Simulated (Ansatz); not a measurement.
CsCl-type AuZn (cubic form, which distorts at low temperature) was calculated with r²SCAN in Ansatz (plane waves, PAW).

Settings: plane-wave cutoff 600 eV, 16×16×16 k mesh, Fermi–Dirac smearing 0.1 eV, finite displacements, force constants from a 4×4×4 q mesh, scalar-relativistic PAW data made under PBE.

Predict the TO(Γ) frequency and zero-point energy.


TO(Γ) frequency: 136 cm⁻¹
zero-point energy: 0.018 eV/atom

Note: symmetry holds this phase in the static calculation, where it need not be a minimum.

Spin–orbit coupling is not included; it can shift volumes and moduli of such heavy elements.

Cost on a shared machine: roughly 2.6 core-hours.

Ansatz is a program for electronic structure.
